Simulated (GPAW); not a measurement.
GPAW run on Mg2Zn (Cmcm, 6 atoms in the cell): self-consistent single point.

Method: PBEsol, GPAW PAW datasets PBEsol (made by gpaw-setup) (plane waves; GPAW).

The change in words: lattice scaled by 0.98. Reference geometry:
```
Mg2Zn
1.0
    4.75342    -2.51125     0.00000
    4.75342     2.51125     0.00000
    0.00000     0.00000     4.73874
Mg Zn
4 2
Direct
  0.35113   0.95921   0.75000
  0.64887   0.04079   0.25000
  0.95921   0.35113   0.25000
  0.04079   0.64887   0.75000
  0.67546   0.32454   0.75000
  0.32454   0.67546   0.25000
```

Reference input (self-consistent single point, DFT PBEsol, plane waves, GPAW PAW datasets PBEsol (made by gpaw-setup)): mode = pw; ecut = 850 eV; xc = PBEsol; kpts = 5 5 5; mesh shift (steps) = 0 0 0; occupations.name = methfessel-paxton; occupations.width = 0.272 eV; occupations.order = 0; nbands = -12; convergence.density = 1e-05 e/electron; symmetry.symmorphic = false; symmetry.tolerance = 0.0005. This run's input differs from it in these lines:

```diff
@@ -5,5 +5,5 @@
 atoms = Atoms(['Mg', 'Mg', 'Mg', 'Mg', 'Zn', 'Zn'],
-              cell=[[4.753420, -2.511255, 0.000000],
-                    [4.753420, 2.511255, 0.000000],
-                    [0.000000, 0.000000, 4.738740]],
+              cell=[[4.658352, -2.461030, 0.000000],
+                    [4.658352, 2.461030, 0.000000],
+                    [0.000000, 0.000000, 4.643965]],
               scaled_positions=[[0.351130, 0.959210, 0.750000],
```

Output, abridged:

```
     iter     time        total  log10-change:
                         energy   eigst   dens
iter:   1 --:--:--   -10.741874
iter:   2 --:--:--   -10.985017   -0.48  -1.54
iter:   3 --:--:--   -10.725629   -1.35  -1.55
iter:   4 --:--:--   -11.266764   -1.12  -1.72
iter:   5 --:--:--   -11.024205   -2.48  -2.10
iter:   6 --:--:--   -10.775133   -2.06  -2.17
iter:   7 --:--:--   -10.736677   -2.78  -2.32
iter:   8 --:--:--   -10.715838   -2.74  -2.62
iter:   9 --:--:--   -10.716395c  -4.64  -3.20
iter:  10 --:--:--   -10.717622c  -4.53  -3.16
iter:  11 --:--:--   -10.715919c  -4.23  -3.24
iter:  12 --:--:--   -10.715694c  -4.31  -3.72
iter:  13 --:--:--   -10.715697c  -5.24  -3.77
   [... 2 lines left out ...]
iter:  16 --:--:--   -10.715609c  -7.20  -4.25
iter:  17 --:--:--   -10.715604c  -6.69  -4.38
iter:  18 --:--:--   -10.715602c  -6.99  -4.57
iter:  19 --:--:--   -10.715600c  -7.17  -4.64
iter:  20 --:--:--   -10.715600c  -8.55c -4.83
iter:  21 --:--:--   -10.715602c  -7.44c -4.90
iter:  22 --:--:--   -10.715603c  -8.56c -5.15c
Converged after 22 iterations.

Dipole moment: (-0.000000, -0.000000, -0.000000) |e|*Ang

Energy contributions relative to reference atoms: (reference = -119396.232546)

Kinetic:         -6.369770
Potential:      +16.845254
External:        +0.000000
XC:             -20.914094
Entropy (-ST):   -0.086833
Local:           -0.233576
SIC:             +0.000000
--------------------------
Free energy:    -10.759019
Extrapolated:   -10.715603

Showing only first 2 kpts
 Kpt  Band  Eigenvalues  Occupancy
  0    30      3.65381    2.00000
  0    31      4.19060    2.00000
  0    32      5.15336    1.40962
  0    33      5.17790    1.31870

  1    30      4.43781    1.99998
  1    31      4.45886    1.99997
  1    32      5.32940    0.70617
  1    33      5.38936    0.49095

Fermi level: 5.25689

No gap
   [... lines left out ...]
  0 Mg    0.00132    0.01304   -0.00000
  1 Mg   -0.00132   -0.01304   -0.00000
  2 Mg    0.00132   -0.01304    0.00000
  3 Mg   -0.00132    0.01304    0.00000
  4 Zn    0.00000   -0.01301   -0.00000
  5 Zn    0.00000    0.01301    0.00000

Stress tensor:
    -0.019775     0.000000     0.000000
     0.000000    -0.016128    -0.000000
     0.000000    -0.000000    -0.026969
Stress (GPa, Voigt): [-3.1683 -2.584  -4.3209 -0.      0.      0.    ]
```

The run converged in 22 iterations. GPAW prints stress with tension positive. Against the reference run the free energy goes up by 11.4 meV/atom, the pressure goes from 0.09 to 3.36 GPa and the largest force goes from 0.033 to 0.013 eV/Å.

The starting cell comes from a database of computed structures (which also holds hypothetical and non-ambient phases and stackings), without a prior relaxation at this level. For this run, on top of that: lattice scaled by 0.98. With a pressure of about 3 GPa the cell is away from its equilibrium volume at this level.

Cost on one core of a shared machine: roughly 2 min.
